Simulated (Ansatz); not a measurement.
Worked calculations on one periodic cell of amorphous Si$_{24}$O$_{51}$Y$_{2}$: Si24O51Y2, 77 atoms, volume 1214.8 Å³, made by a melt-quench on the CHGNet potential and relaxed with DFT. O atoms were pushed apart under 1.9 Å during the dynamics, to hinder bonds among them. It is a model cell: composition and starting density were chosen by hand, and all elements were melted together. Cycles of charging were run to anneal it. All values below come from PBE, scalar-relativistic without spin-orbit coupling (plane waves to 420 eV, PAW; Ansatz, an electronic-structure program). Sampling: a 2×2×2 Γ-centred mesh; Fermi-Dirac width 0.02 eV; no spin polarisation. Its volume was relaxed, its shape was free, and it stands at a mean pressure of 0.0 GPa with stress components up to 0.0 GPa; the relaxation ran on the zone centre alone. Its density went from a set 2.38 to 2.28 g/cm³. The cell is small and was quenched far faster than a real film, so it is one sample of the glass.

### Question
Count formal charges (Si +4, O -2, Y +3). What does the count lead one to expect at the Fermi level, and what does the calculation give?

### Answer
24 × (+4) + 51 × (-2) + 2 × (+3) = 0. The charges balance, so the anion-derived valence states can be full and a gap can open. On this mesh the highest filled and lowest empty level lie 4.49 eV apart, the PBE gap of this cell, with a localised state at one edge or both.

Four energies for an added electron at PBE on the zone centre alone (charged cells in a uniform background, spin-polarised): neutral at the neutral geometry -51979.267 eV; charged at the neutral geometry -51973.305 eV; charged and relaxed -51973.364 eV; neutral at the charged geometry -51979.185 eV.

### Question
Find the two relaxation energies and their sum, the reorganisation energy.

### Answer
On charging: -51973.305 − (-51973.364) = 0.059 eV. On discharging: -51979.185 − (-51979.267) = 0.082 eV. The sum is 0.141 eV. The carrier's level spreads over 13 of the 77 atoms' worth, so it counts as partly localised, most on one Y atom with neighbours O 2.10 Å, O 2.11 Å, O 2.11 Å, O 2.44 Å, O 2.62 Å (neutral geometry). The values are uncorrected: the image energy of a point charge in this cell, 2.84 × 14.40 / (2 × 10.7) = 1.9 eV before screening, is screened by electrons alone at the fixed geometry and by ions too after relaxing, and the carrier can be spread before it relaxes, so each term can be off by up to that value times 1/ε∞, some tenths of an eV. PBE's self-interaction favours spread-out carriers, so a hybrid can localise more.

Four energies for a hole at PBE on the zone centre alone (charged cells in a uniform background, spin-polarised): neutral at the neutral geometry -51979.267 eV; charged at the neutral geometry -51980.507 eV; charged and relaxed -51980.608 eV; neutral at the charged geometry -51979.131 eV.

### Question
Find the two relaxation energies and their sum, the reorganisation energy.

### Answer
On charging: -51980.507 − (-51980.608) = 0.101 eV. On discharging: -51979.131 − (-51979.267) = 0.136 eV. The sum is 0.237 eV. The carrier's level spreads over 11 of the 77 atoms' worth, so it counts as partly localised, most on one O atom with neighbours Si 1.60 Å, Y 2.10 Å (neutral geometry). The values are uncorrected: the image energy of a point charge in this cell, 2.84 × 14.40 / (2 × 10.7) = 1.9 eV before screening, is screened by electrons alone at the fixed geometry and by ions too after relaxing, and the carrier can be spread before it relaxes, so each term can be off by up to that value times 1/ε∞, some tenths of an eV. PBE's self-interaction favours spread-out carriers, so a hybrid can localise more.
